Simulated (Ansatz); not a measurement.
## Carrier properties of MgS (Fm-3m)

Data:

```
MgS
1.0
    0.00000     2.59094     2.59094
    2.59094     0.00000     2.59094
    2.59094     2.59094     0.00000
Mg S
1 1
Direct
  0.00000   0.00000   0.00000
  0.50000   0.50000   0.50000
```

These are r2SCAN, rigid bands (plane waves, PAW, scalar-relativistic; Ansatz, an electronic-structure program) values and carry that method's errors. Condition of this run: functional r2SCAN on the same cell. Geometry: cell and atoms relaxed with PBEsol.

| Quantity | Value |
|---|---|
| band gap | 3.49 eV |
| electron conductivity mass (300 K, dilute) | 0.37 mₑ |
| hole conductivity mass (300 K, dilute) | 1.02 mₑ |
| effective density of states N_c (300 K) | 1.7e19 cm⁻³ |
| effective density of states N_v (300 K) | 1.8e20 cm⁻³ |
| density-of-states mass, electrons | 0.78 mₑ |
| density-of-states mass, holes | 3.7 mₑ |
| Seebeck coefficient, n-type 1e19 cm⁻³, 300 K | -265 μV/K |
| best n-type power factor at 300 K for τ = 10 fs (best axis; densities from 1e16 to 1e21 cm⁻³ tried, whether or not they can be reached) | 7.4 μW/(cm·K²) at 1e20 cm⁻³ |
| Seebeck coefficient, p-type 1e19 cm⁻³, 300 K | 454 μV/K |
| best p-type power factor at 300 K for τ = 10 fs (best axis; densities from 1e16 to 1e21 cm⁻³ tried, whether or not they can be reached) | 25 μW/(cm·K²) at 3e20 cm⁻³ |

Rigid bands; masses and Seebeck coefficients take one relaxation time τ for all states and one kind of carrier; polarons and phonon drag are left out. Spin-orbit coupling is left out; where it splits the top of the valence band, N_v and the p-type Seebeck coefficient come out somewhat high without it. Geometry: cell and atoms relaxed with PBEsol.
